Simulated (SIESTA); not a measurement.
A self-consistent single point of Ge2Mo (I4mm, 3 atoms in the cell) with SIESTA.

Method of the run: LDA PW92, numerical atomic orbitals TZP, PseudoDojo LDA standard norm-conserving potentials (rewritten from UPF to PSML) in SIESTA.

```yaml
crystal:
  lattice:
    - [-1.66840, 1.66840, 4.11366]
    - [1.66840, -1.66840, 4.11366]
    - [1.66840, 1.66840, -4.11366]
  atoms:
    - { symbol: Ge, position: [0.66775, 0.66775, 0.00000] }
    - { symbol: Ge, position: [0.33833, 0.33833, 0.00000] }
    - { symbol: Mo, position: [0.00000, 0.00000, 0.00000] }
```

Reference input (self-consistent single point, DFT, LDA PW92, numerical atomic orbitals TZP, PseudoDojo LDA standard norm-conserving potentials (rewritten from UPF to PSML)): XC.functional = LDA; XC.authors = PW92; potentials = PseudoDojo LDA standard; PAO.BasisSize = TZP; PAO.EnergyShift = 0.005 Ry; MeshCutoff = 300 Ry; kgrid.MonkhorstPack = 6 6 6; OccupationFunction = MP; OccupationMPOrder = 0; ElectronicTemperature = 1160.45 K; MaxSCFIterations = 150; SCF.Mixer.Method = Pulay. This run's input differs from it in these lines:

```diff
@@ -29,5 +29,5 @@
 %block kgrid.MonkhorstPack
-    6   0   0  0.0
-    0   6   0  0.0
-    0   0   6  0.0
+    7   0   0  0.0
+    0   7   0  0.0
+    0   0   7  0.0
 %endblock kgrid.MonkhorstPack
@@ -35,3 +35,3 @@
 OccupationMPOrder            0
-ElectronicTemperature        1160.45 K
+ElectronicTemperature        580.23 K
```

Log, with long lists cut:

```
        iscf     Eharris(eV)        E_KS(eV)     FreeEng(eV)     dDmax    Ef(eV) dHmax(eV)
   scf:    1    -6741.054118    -6765.358043    -6765.361724  1.360023 -3.813450 11.917458
   scf:    2    -6771.310988    -6768.745721    -6768.747664  0.179608 -4.195455  6.804854
   scf:    3    -6770.485116    -6770.147085    -6770.148175  0.233077 -4.755479  1.905216
   scf:    4    -6770.280424    -6770.231897    -6770.233212  0.135676 -4.822272  0.946771
   scf:    5    -6770.222264    -6770.251355    -6770.252356  0.081161 -5.003979  0.552311
   [... 4 lines left out ...]
   scf:   10    -6770.263804    -6770.263781    -6770.265044  0.001551 -4.954490  0.001949
   scf:   11    -6770.263780    -6770.263780    -6770.265044  0.000100 -4.954427  0.000582
   scf:   12    -6770.263780    -6770.263780    -6770.265044  0.000018 -4.954364  0.000035
   scf:   13    -6770.263780    -6770.263780    -6770.265044  0.000005 -4.954369  0.000005
SCF Convergence by DM+H criterion
max |DM_out - DM_in|         :     0.0000051673
max |H_out - H_in|      (eV) :     0.0000046775
SCF cycle converged after 13 iterations

Using DM_out to compute the final energy and forces

siesta: E_KS(eV) =            -6770.2638

siesta: E_KS - E_eggbox =     -6770.2638

siesta: Atomic forces (eV/Ang):
     1   -0.000328   -0.000328   -0.670335
     2   -0.000018   -0.000018    0.458452
     3   -0.000022   -0.000022    0.211208
   Tot   -0.000368   -0.000368   -0.000675
   Max    0.670335
   Res    0.279709    sqrt( Sum f_i^2 / 3N )
   Max    0.670335    constrained

Stress tensor Voigt[x,y,z,yz,xz,xy] (kbar):       72.42       72.42       43.47       -0.05       -0.05        0.02
(Free)E + p*V (eV/cell)    -6772.0594
Target enthalpy (eV/cell)    -6770.2650

   [... lines left out ...]
siesta: FreeEng =     -6770.265044
   [... lines left out ...]
siesta:     0.045199    0.000015   -0.000028
siesta:     0.000015    0.045199   -0.000028
siesta:    -0.000028   -0.000028    0.027131

siesta: Cell volume =         45.802135 Ang**3

siesta: Pressure (static):
siesta:                Solid            Molecule  Units
siesta:          -0.00042668         -0.00023608  Ry/Bohr**3
siesta:          -0.03917597         -0.02167549  eV/Ang**3
siesta:         -62.76682022        -34.72796394  kBar
```

The run converged in 13 iterations. Against the reference run the free energy goes up by 1.7 meV/atom, the pressure moves little (-6.22 to -6.28 GPa) and the largest force goes from 0.636 to 0.670 eV/Å.

The starting cell comes from a database of computed structures (which also holds hypothetical and non-ambient phases and stackings), without a prior relaxation at this level. Its lattice was rescaled by up to half a per cent. One atom was moved a little off its site on purpose. Spin polarisation is off. Values carry the incompleteness of an atom-centred basis. With a pressure of about -6 GPa the cell is away from its equilibrium volume at this level.

Cost on one core of a shared machine: roughly 2 min.
